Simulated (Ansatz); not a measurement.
Seebeck coefficient (μV/K, mean over directions) of n-type NaF (Fm-3m) against carrier density, PBEsol, rigid bands in Ansatz (a first-principles code). Computed gap 6.20 eV; densities at which minority carriers matter at this gap, or further valleys turn the trend, are left out. Conductivity mass 0.57 mₑ (harmonic mean over directions), N_c = 1.1e19 cm⁻³ at 300 K.

```
electron density  300 K  500 K
----------------  -----  -----
1e16 cm⁻³          -815      ?
1e17 cm⁻³          -617   -683
1e18 cm⁻³             ?   -485
3e18 cm⁻³          -326   -391
1e19 cm⁻³          -227   -290
3e19 cm⁻³          -145   -202
1e20 cm⁻³           -76      ?
3e20 cm⁻³           -38    -63
1e21 cm⁻³           -18    -30
```

What belongs in the gaps?


- 1e16 cm⁻³, 500 K: -882
- 1e18 cm⁻³, 300 K: -419
- 1e20 cm⁻³, 500 K: -117

Rigid bands with a gap fixed in temperature, one relaxation time for all states, no polarons or phonon drag, and whether or not such doping can be reached. Spin-orbit coupling is left out.
